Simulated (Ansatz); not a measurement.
## Mg2Si: pressure series

Start from Mg2Si (space group Fm-3m, No. 225; a = 6.3648 Å).

Cell and atoms are relaxed at each pressure.

The values are results of plane-wave PAW DFT at the PBE level (Ansatz, a program for electronic structure, 420 eV), no SOC, not measurements.

Before the change:

- Band gap = 0.22 eV

Task: The aim is a band gap between 0.11 eV and 0.17 eV. Which of these changes reaches it?
A. pressure −2 GPa
B. pressure 4.5 GPa
C. pressure 22.5 GPa
D. pressure −1 GPa

Result: B, pressure 4.5 GPa. It gives 0.13 eV; pressure 22.5 GPa gives zero; pressure −2 GPa gives 0.26 eV; pressure −1 GPa gives 0.24 eV. Changes not listed may reach it too

The mesh was chosen for an insulator and is coarse for the gapless case. Load acts through the strain it causes; cell and atoms are relaxed under it. No phonon test of stability was made. No other phases were tried under pressure. The final runs are not spin-polarised. A zero or small gap of Mg2Si can be the functional's error rather than a property of the material.
